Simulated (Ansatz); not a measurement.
# CdTe under a change: uniaxial strain ε_zz = −3.00 %

The reference is CdTe in the zinc blende structure (space group F-43m, No. 216; a = 6.4086 Å). Axes: x, y, z lie along the cube axes.

It is then changed as follows: the cell is compressed by 3.00 % along z with no lateral relaxation; the atoms relax in the strained cell.

All numbers come from Ansatz (an electronic-structure program) LDA, spin-orbit coupling left out. Settings: 9×9×9 k-points, 0.05 eV Fermi–Dirac smearing.

Volume per atom: 31.91 Å³ (base 32.90 Å³)
Space group: I-4m2 (No. 119) (base F-43m (No. 216))
Shortest interatomic distance: 2.748 Å (base 2.775 Å)
Energy relative to the base (free energy F): +5.5 meV/atom
Pressure (mean of the normal stresses, compression positive): 14.9 kbar (base 0.0 kbar)
Band gap: 0.64 eV (base 0.61 eV)
Gap character: direct at Γ (base direct at Γ)
Electron mass: 0.053 mₑ along z, 0.057 mₑ across (at Γ) (base 0.050 mₑ (at Γ))
Valence-band top at Γ (three highest levels, from the VBM): 0.00, -0.10, -0.10 eV (base 0.00, 0.00, 0.00 eV)
Valley order (the lowest conduction-band minima on the path, energy above the VBM, named in the base's zone): Γ 0.64 eV; L along [1-11] 1.63 eV (base Γ 0.61 eV; L along ⟨111⟩ 1.68 eV)
Stress (xx, yy, zz, yz, xz, xy; compression positive): (1.33, 1.33, 1.82, 0.00, 0.00, 0.00) GPa

Cost of the whole job for the changed cell (relaxation, final SCF and bands): very roughly 30 core-seconds.

With Te present, leaving out spin-orbit coupling can change the band edges. Effective masses come from finite differences of ±0.01 Å⁻¹. Stability against distortions was not tested. k-point labels follow each cell's own Brillouin zone.
